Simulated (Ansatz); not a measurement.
What uniaxial strain ε_zz = −0.60 % does to MgTe

Take MgTe in the wurtzite structure (space group P6_3mc, No. 186; a = 4.561 Å, c = 7.412 Å) as the base. Axes: x lies along a and z along c of the hexagonal cell.

Modification: the cell is compressed by 0.60 % along z with no lateral relaxation; the atoms relax in the strained cell.

Level of theory: DFT with PBEsol, PAW potentials and a 420 eV plane-wave cutoff in Ansatz (a program for electronic structure), no spin-orbit coupling. Settings: 8×8×5 k-points, 0.05 eV Fermi–Dirac smearing.

| quantity | base | changed | shift |
|---|---|---|---|
| volume per atom | 33.39 Å³ | 33.19 Å³ | -0.20 Å³ |
| shortest interatomic distance | 2.787 Å | 2.782 Å | -0.005 Å |
| energy relative to the base (free energy F) | 0 meV/atom | +0.2 meV/atom | +0.2 meV/atom |
| pressure (mean of the normal stresses, compression positive) | -0.1 kbar | 2.1 kbar | +2.2 kbar |
| band gap | 2.39 eV | 2.39 eV | 0.00 eV |
| gap character | direct at Γ | direct at Γ | – |
| electron mass | 0.15 mₑ along c, 0.17 mₑ across (at Γ) | 0.16 mₑ along z, 0.17 mₑ across (at Γ) | – |
| valence-band top at Γ (three highest levels, from the VBM) | 0.00, -0.02, -0.02 eV | 0.00, -0.06, -0.06 eV | – |
| stress (xx, yy, zz, yz, xz, xy; compression positive) | – | (0.15, 0.15, 0.33, 0.00, 0.00, 0.00) GPa | – |

Final structure:

```yaml
crystal:
  lattice:
    - [4.56143, 0.00000, 0.00000]
    - [-2.28071, 3.95031, 0.00000]
    - [0.00000, 0.00000, 7.36745]
  atoms:
    - { symbol: Mg, position: [0.33333, 0.66667, 0.99895] }
    - { symbol: Mg, position: [0.66667, 0.33333, 0.49895] }
    - { symbol: Te, position: [0.33333, 0.66667, 0.37705] }
    - { symbol: Te, position: [0.66667, 0.33333, 0.87705] }
```

With Te present, leaving out spin-orbit coupling can change the band edges. Effective masses come from finite differences of ±0.01 Å⁻¹. Whether these cells are dynamically stable was not tested.
